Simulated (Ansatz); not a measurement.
Worked example: self-consistent single point of Sb (Im-3m, 1 atom in the cell) in Ansatz (a quantum-chemistry and plane-wave program).

Method: LDA (PW92), default PAW files made with PBE (plane waves; Ansatz).

```xyz
1
Lattice="-1.8620 1.8620 1.8620 1.8620 -1.8620 1.8620 1.8620 1.8620 -1.8620" Properties=species:S:1:pos:R:3 pbc="T T T"
Sb     0.0000     0.0000     0.0000
```

Reference input (self-consistent single point, DFT, LDA (PW92), plane waves, default PAW files made with PBE): basis.ecutwfc = 420 eV; kpoints.mp_grid.grid = 12 12 12; hamiltonian.xc = lda; hamiltonian.pseudopotentials = {kind: paw} (the program's default PAW files); scf.occupations.method = gaussian; scf.occupations.width = 0.1 eV. This run's input differs from it in these lines:

Ansatz 0.2 input:
```diff
@@ -10,3 +10,3 @@
 kpoints:
-  mp_grid: { grid: [12, 12, 12] }
+  mp_grid: { grid: [20, 20, 20] }
 hamiltonian:
@@ -15,3 +15,3 @@
 scf:
-  occupations: { method: gaussian, width: 0.1 eV }
+  occupations: { method: cold, width: 0.5 eV }
 output:
```

Output, abridged:

```
SCF iter   1: F=—  HF=-6335.628329 eV  |F-HF|=—  |Δ(HF+E_count)|=         —  Δρ=6.82e-3  dr2=4.85e-3  ethr=1.77e-3  ⟨swp⟩=5.0  Hψ=16253  notcnv=0
all-band conjugate gradients solve this SCF's bands
preconditioner: auto → Kerker (q_TF=auto, 2.492 Å⁻¹)
SCF iter   2: F=—  HF=-6335.626107 eV  |F-HF|=—  |Δ(HF+E_count)|=   2.22e-3  S|Δr|=    0.00e0  Δρ=3.83e-3  dr2=1.60e-3  ethr=3.24e-5  ⟨swp⟩=1.6  Hψ=5365  notcnv=0
   [... lines left out ...]
SCF iter   5: F=—  HF=-6335.625443 eV  |F-HF|=—  |Δ(HF+E_count)|=   5.36e-6  S|Δr|=    0.00e0  Δρ=9.93e-5  dr2=3.54e-6  ethr=7.66e-8  ⟨swp⟩=2.0  Hψ=4483  notcnv=0
SCF iter   6: F=—  HF=-6335.625442 eV  |F-HF|=—  |Δ(HF+E_count)|=   9.26e-7  S|Δr|=    0.00e0  Δρ=4.85e-5  dr2=8.34e-7  ethr=2.36e-8  ⟨swp⟩=1.0  Hψ=3026  notcnv=0
SCF iter   7: F=-6335.625441 eV  HF=-6335.625441 eV  |F-HF|=1.90e-8  |Δ(HF+E_count)|=   4.38e-7  S|Δr|=    0.00e0  Δρ=7.86e-6  dr2=1.62e-8  ethr=6.67e-10  ⟨swp⟩=4.3  Hψ=14890  notcnv=0
SCF 1 converged in 7 iterations: F = -6335.625441 eV  dr2 = 1.62e-8
Stability not checked (fill_not_monotonic)
Free energy (F): -6335.625441 eV
Internal energy: -6335.625929 eV  (E = F + TS)
E sigma→0 (E₀):  -6335.625604 eV
Entropy (-TS):   0.000488 eV (0.488 meV/atom)
Fermi energy:    11.952479 eV
--- Forces (eV/Å), atoms counted from 1 ---
  atom   1  Sb    -0.00000000    -0.00000000    -0.00000000
--- Stress (GPa, compression-positive) ---
       -0.972304      -0.000000       0.000000
       -0.000000      -0.972304      -0.000000
        0.000000       0.000000      -0.972304
  P = ⅓ Tr σ = -0.9723 GPa (-9.723 kbar)
  The stress holds the Pulay correction. Without it, at fixed plane waves, as pw.x and ABINIT print it: P = -1.0150 GPa
```

The run converged in 7 iterations. Against the reference run the free energy rises by 10.6 meV/atom and the pressure goes from -0.78 to -0.97 GPa.

The starting cell comes from a database of computed structures (which also holds hypothetical and non-ambient phases and stackings), without a prior relaxation at this level. Its lattice was rescaled by up to half a per cent. Ansatz's pressure includes its estimate of the finite-basis (Pulay) stress.
